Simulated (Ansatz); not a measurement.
Cubic perovskite CsPbBr3 (cubic high-temperature phase), treated with r²SCAN in Ansatz (plane waves, PAW).

Numerical settings: plane-wave cutoff 560 eV, 6×6×6 k mesh, Fermi–Dirac smearing 0.01 eV, scalar-relativistic PAW data made under PBE.

Pressure at four volumes; x = ln(V/41.868 Å³). One pressure is withheld.

```json
[
 {"V (Å³/atom)": "39.356", "x": "-0.0619", "P (GPa)": "1.514"},
 {"V (Å³/atom)": "41.868", "x": "0.0000", "P (GPa)": "0.000"},
 {"V (Å³/atom)": "43.542", "x": "0.0392", "P (GPa)": "-0.756"},
 {"V (Å³/atom)": "44.380", "x": "0.0583", "P (GPa)": "?"}
]
```

Task: Pass a parabola P(x) through the three rows shown, estimate the bulk modulus and its pressure derivative near zero pressure, and predict the withheld pressure.

Result: Slopes between the rows: (0.000 − (1.514))/(0.0000 − (-0.0619)) = -24.46 and (-0.756 − (0.000))/(0.0392 − (0.0000)) = -19.29 GPa. Their difference over the span 0.1011 is c = 5.17/0.1011 = 51.1 GPa, so P(x) = 1.514 + (-24.46)(x − (-0.0619)) + 51.1 (x − (-0.0619))(x − (0.0000)). At the middle row B = −dP/dx = −[-24.46 + 51.1 × 0.0619] = 21.3 GPa, and B′ = dB/dP = 2c/B = 4.8. At x = 0.0583 the parabola gives -1.068 GPa; the run gives -1.074 GPa. The Birch–Murnaghan fit to the energies at all volumes has B0 = 21.1 GPa and B′ = 4.7.

Note: the relaxation could not lower the start's symmetry, so the cell can be a saddle point above a distorted one.

Spin–orbit coupling is not included; it can shift volumes and moduli of such heavy elements.

Ansatz is an electronic-structure program.
